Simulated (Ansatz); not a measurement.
**Predicting one run from its neighbours: the energy of slabs against their depth, a (001) slab of SnO (cut from a parent of space group no. 129; 8 atoms in the cell)**

```
CELL_PARAMETERS angstrom
      3.78100     0.00000     0.00000
      0.00000     3.78100     0.00000
      0.00000     0.00000    21.10821
ATOMIC_POSITIONS crystal
  Sn 0.50000 0.00000 0.33162
  Sn 0.00000 0.50000 0.44023
  O  0.50000 0.50000 0.38593
  O  0.00000 0.00000 0.38593
  Sn 0.50000 0.00000 0.55977
  Sn 0.00000 0.50000 0.66838
  O  0.50000 0.50000 0.61407
  O  0.00000 0.00000 0.61407
```
(The smallest cell of the table.)

Level of theory: PBEsol, default PAW files made with PBE (plane waves; Ansatz, a program for electronic structure).

Base settings: basis.ecutwfc = 420 eV; kpoints.mp_grid.grid = 6 6 1; hamiltonian.xc = pbesol; hamiltonian.pseudopotentials = {kind: paw} (the program's default PAW files); scf.occupations.method = fermi_dirac; scf.occupations.width = 0.02 eV.

The starting cell has typed, rounded lattice constants, without a prior relaxation at this level. The slab is cut from that crystal, and its faces are unrelaxed. Its lattice was rescaled by up to half a per cent. Spin polarisation is off, though cut faces can carry moments; a gap of a slab can lie between surface states.

Deep slabs follow E = 2Aγ + N·e, so a straight line through E against N gives the surface energy without a separate bulk run; a round N·e is taken off to keep the numbers short. The area A is 14.296 Å².

| atoms N | E − N·(-3255.339 eV) (eV) |
|---|---|
| 8 | 0.2142 |
| 12 | ? |
| 16 | 0.1039 |
| 20 | 0.0485 |
| 24 | -0.0067 |

Q: Fit the line to the 4 rows given and predict the withheld one.

A: Means: x̄ = 17.000, ȳ = 0.089975. Σ(x − x̄)(y − ȳ) = -1.933 and Σ(x − x̄)² = 140.0, so b = -0.01381 and a = ȳ − b·x̄ = 0.32474; γ = a/2A = 0.182 J/m² (unrelaxed) and e = -3255.3528 eV per atom. The largest residual of the fitted rows is 0.00012. At x = 12 the line gives 0.1590 eV. The run gave 0.1584 eV, a miss of 0.0006 eV. The table is a window of a longer ladder. The rows were chosen because the form fits them, the withheld one included, so this shows the method and is no test of the form.

Left out of this page: 1 run of the series outside the window shown, repeating another row's setting, or not comparable.

Keys are those of Ansatz 0.2.
